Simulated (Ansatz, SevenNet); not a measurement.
# Equilibrium lattice constant a of hexagonal WC: levels of theory against measurement

Reference value: 2.906 Å (measured, 300 K, no zero-point or thermal correction; as tabulated in Wikipedia's data pages).

Problem. What do SevenNet-0, LDA, PBE, RPBE, PBEsol-D3(BJ), r²SCAN, r²SCAN+rVV10, r²SCANh, Hartree–Fock give, and how far is each from the reference?

Solution. 
```csv
level (code),value (Å),difference (%)
SevenNet-0,2.928,+0.76
LDA (Ansatz),2.884,-0.76
PBE (Ansatz),2.922,+0.55
RPBE (Ansatz),2.933,+0.93
PBEsol-D3(BJ) (Ansatz),2.881,-0.86
r²SCAN (Ansatz),2.913,+0.24
r²SCAN+rVV10 (Ansatz),2.907,+0.03
r²SCANh (Ansatz),2.905,-0.03
Hartree–Fock (Ansatz),2.915,+0.31
```

The reference is not for a static lattice or low temperature, so close values are not ranked against it.

The measured value isn't corrected to a static lattice, so vibrations enter the comparison.  Density-functional levels without +SOC have no spin–orbit coupling. r²SCANh, Hartree–Fock: the run has no spin polarisation, so it can have missed a magnetic state. Cutoffs and k meshes differ between the levels. Ansatz's density-functional and Hartree–Fock values are scalar-relativistic unless marked +SOC, with PAW data made under PBE.

Machine-learned potentials (SevenNet-0) are trained on DFT data: a solid inside that data is no test of them.

Differences are worked out from the printed values.

Ansatz is an electronic-structure program.
